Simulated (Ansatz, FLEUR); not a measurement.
A FLEUR input for a self-consistent single point of GaN (F-43m, 2 atoms in the cell) (DFT, PBE, all-electron FLAPW (FLEUR), scalar-relativistic valence):

Input of the input generator:

```
GaN
&input film=f /
0.0000000000 2.2325020000 2.2325020000
2.2325020000 0.0000000000 2.2325020000
2.2325020000 2.2325020000 0.0000000000
1.8897261246
1.0 1.0 1.0

2
31 0.0000000000 0.0000000000 0.0000000000
7 0.7500000000 0.7500000000 0.7500000000

&comp jspins=1 /
&kpt div1=6 div2=6 div3=6 gamma=t /
&end /
```

```xml
<?xml version="1.0" encoding="UTF-8" standalone="no"?>
<fleurInput fleurInputVersion="0.39">
   <comment>
      GaN                                                                                                 
   </comment>
   <calculationSetup>
      <cutoffs Kmax="4.8" Gmax="19.2" GmaxXC="19.2" numbands="0"/>
      <scfLoop itmax="80" minDistance="0.00001" maxIterBroyd="15" imix="Anderson" alpha="0.05" precondParam="0.0" spinf="2.0"/>
      <coreElectrons ctail="T" frcor="F" kcrel="0" coretail_lmax="0"/>
      <xcFunctional name="pbe" relativisticCorrections="F"/>
      <magnetism jspins="1"/>
      <soc l_soc="F" theta="0.0" phi="0.0" spav="F"/>
      <expertModes spex="0" secvar="F"/>
      <geometryOptimization l_f="T" forcealpha="1.0" forcemix="BFGS" epsdisp="0.00001" epsforce="0.00001"/>
      <ldaU l_linMix="F" mixParam="0.05" spinf="1.0"/>
   </calculationSetup>
   <cell>
      <bzIntegration valenceElectrons="18.0" mode="hist" fermiSmearingEnergy="0.0001">
         <kPointListSelection listName="default-1"/>
         <!-- k-points included here -->
         <xi:include xmlns:xi="http://www.w3.org/2001/XInclude" href="kpts.xml"> </xi:include>
      </bzIntegration>
      <!-- symmetry operations included here -->
      <xi:include xmlns:xi="http://www.w3.org/2001/XInclude" href="sym.xml"> </xi:include>
      <bulkLattice scale="1.0">
         <bravaisMatrix>
            <row-1>    0.0000000000000000     4.2188173526217492     4.2188173526217492</row-1>
            <row-2>    4.2188173526217492     0.0000000000000000     4.2188173526217492</row-2>
            <row-3>    4.2188173526217492     4.2188173526217492     0.0000000000000000</row-3>
         </bravaisMatrix>
      </bulkLattice>
   </cell>
   <atomSpecies>
      <species name="Gallium (Ga)" element="Ga" atomicNumber="31">
         <mtSphere radius="2.18" gridPoints="767" logIncrement="0.016"/>
         <atomicCutoffs lmax="8" lnonsphr="6"/>
         <electronConfig flipSpins="F">
            <coreConfig>(1s1/2) (2s1/2) (2p1/2) (2p3/2) (3s1/2) (3p1/2) (3p3/2)</coreConfig>
            <valenceConfig>(4s1/2) (3d3/2) (3d5/2) (4p1/2) (4p3/2)</valenceConfig>
            <stateOccupation state="(4p1/2)" spinUp="0.1666666666667" spinDown="0.1666666666667"/>
            <stateOccupation state="(4p3/2)" spinUp="0.3333333333333" spinDown="0.3333333333333"/>
         </electronConfig>
         <energyParameters s="4" p="4" d="3" f="4"/>
         <lo type="HELO" l="2" n="4" eDeriv="0"/>
      </species>
      <species name="Nitrogen (N)" element="N" atomicNumber="7">
         <mtSphere radius="1.23" gridPoints="433" logIncrement="0.024"/>
         <atomicCutoffs lmax="6" lnonsphr="4"/>
         <electronConfig flipSpins="F">
            <coreConfig>(1s1/2)</coreConfig>
            <valenceConfig>(2s1/2) (2p1/2) (2p3/2)</valenceConfig>
            <stateOccupation state="(2p1/2)" spinUp="0.5" spinDown="0.5"/>
            <stateOccupation state="(2p3/2)" spinUp="1.0" spinDown="1.0"/>
         </electronConfig>
         <energyParameters s="2" p="2" d="3" f="4"/>
      </species>
   </atomSpecies>
   <atomGroups>
      <atomGroup species="Gallium (Ga)">
         <relPos label="                   1">.0000000000 .0000000000 .0000000000</relPos>
         <force calculate="T" relaxXYZ="TTT"/>
      </atomGroup>
      <atomGroup species="Nitrogen (N)">
         <relPos label="                   2">-1.000/4.000 -1.000/4.000 -1.000/4.000</relPos>
         <force calculate="T" relaxXYZ="TTT"/>
      </atomGroup>
   </atomGroups>
   <output dos="F" band="F" slice="F">
      <checks vchk="F" cdinf="F"/>
      <bandDOS minEnergy="-.5*Htr" maxEnergy="0.5*Htr" sigma="0.015" storeEVData="T"/>
      <vacuumDOS vacdos="F" integ="F" star="F" nstars="0" locx1="0.0" locy1="0.0" locx2="0.0" locy2="0.0" nstm="0" tworkf="0.0"/>
      <unfoldingBand unfoldBand="F" supercellX="1" supercellY="1" supercellZ="1"/>
      <plotting iplot="0" polar="F">
         <plot TwoD="T" vec1="  1.0  0.0  0.0" vec2="  0.0  1.0  0.0" vec3="  0.0  0.0  1.0" zero="  0.0  0.0  0.0" file="plot"/>
      </plotting>
      <chargeDensitySlicing numkpt="0" minEigenval="0.0" maxEigenval="0.0" nnne="0" pallst="F"/>
      <specialOutput eonly="F"/>
      <magneticCircularDichroism mcd="F" energyLo="-10.0" energyUp="0.0"/>
   </output>
  <!-- We include the file relax.xml here to enable relaxations (see documentation) -->
  <xi:include xmlns:xi="http://www.w3.org/2001/XInclude" href="relax.xml"> <xi:fallback/> </xi:include>
</fleurInput>
```

Task: Give the Ansatz (a quantum-chemistry and plane-wave program) input for the same structure, mesh, smearing and functional.

Result: One input that does it (others would too):

Ansatz 0.2 input:
```yaml
crystal:
  lattice:
    - [0.00000000, 2.23250200, 2.23250200]
    - [2.23250200, 0.00000000, 2.23250200]
    - [2.23250200, 2.23250200, 0.00000000]
  atoms:
    - { symbol: Ga, position: [0.00000000, 0.00000000, 0.00000000] }
    - { symbol: N, position: [0.75000000, 0.75000000, 0.75000000] }
kpoints:
  mp_grid: { grid: [6, 6, 6] }
hamiltonian:
  xc: pbe
  pseudopotentials: { kind: paw }
scf:
  occupations: { method: fixed }
output:
  forces: true
  eigenvalues: true
  stress: true
```

Basis settings and potentials, where a program has them, do not carry over. This input uses DFT, PBE, plane waves, default PAW files.

The starting cell comes from a database of computed structures (which also holds hypothetical and non-ambient phases and stackings), without a prior relaxation at this level. Its lattice was rescaled by a random factor within 2.5 % of one. For this run, on top of that: lattice scaled by 0.98.
